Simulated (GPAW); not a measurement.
Checking a run of GPAW on BeRh (Pm-3m, 2 atoms in the cell). The aim is a self-consistent single point with DFT PBEsol, plane waves, GPAW PAW datasets PBEsol (made by gpaw-setup).

Cell that was meant: a = 2.7206 Å, b = 2.7206 Å, c = 2.7206 Å, α = 90.00°, β = 90.00°, γ = 90.00°.

Part of the input:

```python
                         [1.360280, 1.360280, 1.360280]],
              pbc=True)

calc = GPAW(mode=PW(150),
            xc='PBEsol',
            kpts={'size': (8, 8, 8), 'gamma': True},
            occupations={'name': 'methfessel-paxton', 'width': 0.272, 'order': 1},
```

Output, abridged:

```
Input parameters:
  convergence: {density: 1e-05,
                energy: 1e-05}
  kpts: {gamma: True,
         size: (8, 8, 8)}
   [... lines left out ...]
   1 Rh     1.360280    1.360280    1.360280    ( 0.0000,  0.0000,  0.0000)

Unit cell:
           periodic     x           y           z      points  spacing
  1. axis:    yes    2.720559    0.000000    0.000000     8     0.3401
  2. axis:    yes    0.000000    2.720559    0.000000     8     0.3401
  3. axis:    yes    0.000000    0.000000    2.720559     8     0.3401

  Lengths:   2.720559   2.720559   2.720559
  Angles:   90.000000  90.000000  90.000000

Effective grid spacing dv^(1/3) = 0.3401
     iter     time        total  log10-change:
                         energy   eigst   dens
iter:   1 --:--:--   -12.824934
iter:   2 --:--:--   -12.284760   -2.22  -1.13
iter:   3 --:--:--   -11.126946   -1.73  -1.20
iter:   4 --:--:--   -11.132999   -3.50  -1.81
iter:   5 --:--:--   -11.112042   -2.76  -1.88
iter:   6 --:--:--   -11.112243   -3.76  -2.71
iter:   7 --:--:--   -11.112061   -4.66  -2.77
iter:   8 --:--:--   -11.112808   -4.12  -2.72
iter:   9 --:--:--   -11.112813   -5.29  -3.80
iter:  10 --:--:--   -11.112816c  -6.02  -3.79
iter:  11 --:--:--   -11.112816c  -6.80  -3.79
iter:  12 --:--:--   -11.112821c  -6.69  -3.73
iter:  13 --:--:--   -11.112821c  -8.30c -4.56
iter:  14 --:--:--   -11.112821c  -8.77c -4.83
iter:  15 --:--:--   -11.112821c  -9.75c -4.89
iter:  16 --:--:--   -11.112821c  -9.47c -5.11c
Converged after 16 iterations.

Dipole moment: (0.000003, 0.000003, 0.000003) |e|*Ang

Energy contributions relative to reference atoms: (reference = -130465.187983)

Kinetic:        -27.616405
Potential:      +26.351133
External:        +0.000000
XC:             -11.066457
Entropy (-ST):   -0.006057
Local:           +1.222947
SIC:             +0.000000
--------------------------
Free energy:    -11.114840
Extrapolated:   -11.112821

Showing only first 2 kpts
 Kpt  Band  Eigenvalues  Occupancy
  0     6     10.43766    1.59607
  0     7     10.43766    1.59607
  0     8     10.43766    1.59607
  0     9     17.46172   -0.00000

  1     6     10.03279    2.02381
  1     7     10.03279    2.02381
  1     8     10.47454    1.40202
  1     9     16.48775   -0.00000

Fermi level: 10.54132

No gap
No difference between direct/indirect transitions
Energy (eV): -11.112821

Forces in eV/Ang:
  0 Be    0.00000    0.00000    0.00000
  1 Rh    0.00000    0.00000    0.00000

Stress tensor:
     0.443395     0.000000     0.000000
     0.000000     0.443395     0.000000
     0.000000     0.000000     0.443395
Stress (GPa, Voigt): [71.0397 71.0397 71.0397  0.      0.      0.    ]
```

Problem. Is this run sound? If not, what is wrong?

Solution. The run is not sound. The fault is a basis or grid far too coarse for these potentials. The error of an incomplete plane-wave basis or grid does not cancel at such settings. To fix it, restore the cutoff that the potentials need and check convergence. The run converged in 16 iterations without an error; against the sound input the free energy goes up by 1.09 eV/atom and the pressure goes from 10.71 to -71.04 GPa.

The sound input it was made from differs as follows (other fixes are possible):
```diff
-calc = GPAW(mode=PW(150),
+calc = GPAW(mode=PW(850),
```

With that input, the run converged in 19 iterations: free energy E − TS (from the program's reference atoms) -13.3012 eV; Fermi level (on the code's own zero) 10.44 eV; pressure 10.71 GPa (DFT PBEsol, plane waves, GPAW PAW datasets PBEsol (made by gpaw-setup)).

On the sound input: the starting cell comes from a database of computed structures (which also holds hypothetical and non-ambient phases and stackings), without a prior relaxation at this level. Its lattice was rescaled by a random factor within 2.5 % of one. Spin polarisation is off. With a pressure of about 11 GPa the cell is away from its equilibrium volume at this level.
